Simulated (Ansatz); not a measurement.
**What uniaxial strain ε_zz = +2.00 % does to BeSe**

Start from BeSe in the zinc blende structure (space group F-43m, No. 216; a = 5.1289 Å). Axes: x, y, z lie along the cube axes.

The change: uniaxial strain ε_zz = +2.00 %, all other strain components held at zero, atoms relaxed at fixed cell.

Level of theory: PBEsol (Ansatz, a first-principles code; PAW; 420 eV plane waves; without spin-orbit coupling). Γ-centred 11×11×11 mesh, Fermi–Dirac width 0.05 eV.

- Space group: I-4m2 (No. 119) (base F-43m (No. 216))
- Shortest interatomic distance: 2.236 Å (base 2.221 Å)
- Energy relative to the base (free energy F): +2.7 meV/atom
- Pressure (mean of the normal stresses, compression positive): -1.52 GPa (base 0.00 GPa)
- Band gap: 2.43 eV (base 2.47 eV)
- Gap character: indirect, Γ → X
- Smallest direct gap: 4.10 eV (base 4.28 eV)
- Electron mass: 0.84 mₑ along k, 0.27 mₑ across (at X) (base 0.84 mₑ along k, 0.26 mₑ across (at X))
- Valence-band top at Γ (three highest levels, from the VBM): 0.00, 0.00, -0.11 eV (base 0.00, 0.00, 0.00 eV)
- Valley order (the lowest conduction-band minima on the path, energy above the VBM, named in the base's zone): X along [010] 2.43 eV; X along [001] 2.56 eV (base X along ⟨100⟩ 2.47 eV)
- Stress (xx, yy, zz, yz, xz, xy; compression positive): (-1.00, -1.00, -2.57, 0.00, 0.00, 0.00) GPa

Masses are band curvatures over ±0.01 Å⁻¹ around the edge. Along k means along the line from Γ to the band edge. Whether these cells are dynamically stable was not tested. Labels are those of the standard path for the cell's own space group.
